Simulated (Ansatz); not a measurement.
Start from GaCuSe₂ in the chalcopyrite structure (space group I-42d, No. 122; a = 5.672 Å, c = 11.263 Å).

The values are results of PBE, PAW, 420 eV (Ansatz, a first-principles code; scalar-relativistic without spin-orbit coupling), not measurements.

Before the change:

```
Quantity   Result
--------  -------
Pressure  0.0 GPa
Band gap     zero
```

The change: every lattice vector is stretched by 2.25 %; the atoms relax in the strained cell.

Task: What happens to the pressure, energy relative to the base and band gap?

Result: The pressure (mean of the normal stresses, compression positive) goes from zero to -3.4 GPa; the energy increases by 18 meV/atom; the band gap stays zero.

No phonon test of stability was made. The final runs are not spin-polarised. Gaps under 0.05 eV, about the width of the smearing, are given as zero. The zero or small gap of GaCuSe2 can change with the level of theory.
